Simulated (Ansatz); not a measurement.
Abridged Ansatz (a program for electronic structure) output:

```
Pseudopotential: Sn, paw, valence charge 14
Pseudopotential: Te, paw, valence charge 16
Pseudopotential: O, paw, valence charge 6
Crystal: 10 atoms, lattice volume = 156.203 Å³
Basis set: ecut = 420 eV, 3069 PW (Γ), exchange–correlation on 80×80×80 points (8 copies of the dense FFT grid, shifted against one another)
Bands: 58, of which v1, the nominal top of the filled ones, is band 48 counted from 1 (47 counted from 0)
Symmetry: 6 space group operations
k-points: 44 of 343 (time reversal used)
Functional: x = pbesol(κ = 0.804, μ = 0.12345679012345678), c = pbesol(β = 0.046)
SCF iter   1: F=—  HF=-29062.924867 eV  |F-HF|=—  |Δ(HF+E_count)|=         —  Δρ=1.46e-2  dr2=2.81e-1  ethr=1.77e-3  ⟨swp⟩=6.7  Hψ=10587  notcnv=0  defer=5
SCF iter   2: F=—  HF=-29062.857684 eV  |F-HF|=—  |Δ(HF+E_count)|=   6.72e-2  Δρ=4.06e-3  dr2=1.90e-2  ethr=2.93e-4  ⟨swp⟩=2.3  Hψ=4262  notcnv=0  defer=168
SCF 1 converged in 9 iterations: F = -29062.853811 eV  dr2 = 1.07e-10
SCF converged after 9 iterations
Free energy (F): -29062.853811 eV
Internal energy: -29062.853811 eV  (E = F + TS)
E sigma→0 (E₀):  -29062.853811 eV
Fermi energy:    10.027101 eV
--- Forces (eV/Å), atoms counted from 1 ---
  atom   1  Sn    -0.00000000     0.00000000    -0.00018035
  atom   2  Sn     0.00000000     0.00000000    -0.00018035
  atom   3  Te    -0.00000000    -0.00000000     0.00017871
  atom   4  Te     0.00000000    -0.00000000     0.00017871
  atom   5  O     -0.00031977     0.00035288     0.00000121
  atom   6  O     -0.00014571    -0.00045337     0.00000121
  atom   7  O      0.00046549     0.00010049     0.00000121
  atom   8  O     -0.00046549     0.00010049     0.00000121
  atom   9  O      0.00031977     0.00035288     0.00000121
  atom  10  O      0.00014571    -0.00045337     0.00000121
--- Stress (GPa, compression-positive) ---
        0.002159       0.000000       0.000000
        0.000000       0.002159       0.000000
        0.000000       0.000000      -0.005048
  P = ⅓ Tr σ = -0.0002 GPa (-0.002 kbar)
```

Question: What was computed, and what are the main results?

Answer: SnTeO3, 10 atoms in the cell, with PBEsol, PAW, 420 eV (Ansatz; without spin-orbit coupling). The last SCF converged to F = -29062.853811 eV, or -2906.2854 eV per atom, at a pressure of 0.00 GPa. The total energy compares only with runs of the same code, potentials and settings.

With Te present, leaving out spin-orbit coupling can change the band edges. Whether these cells are dynamically stable was not tested. The cell is SnTeO3 (space group R3c, No. 161; a hypothetical phase, not in the database extracts checked).
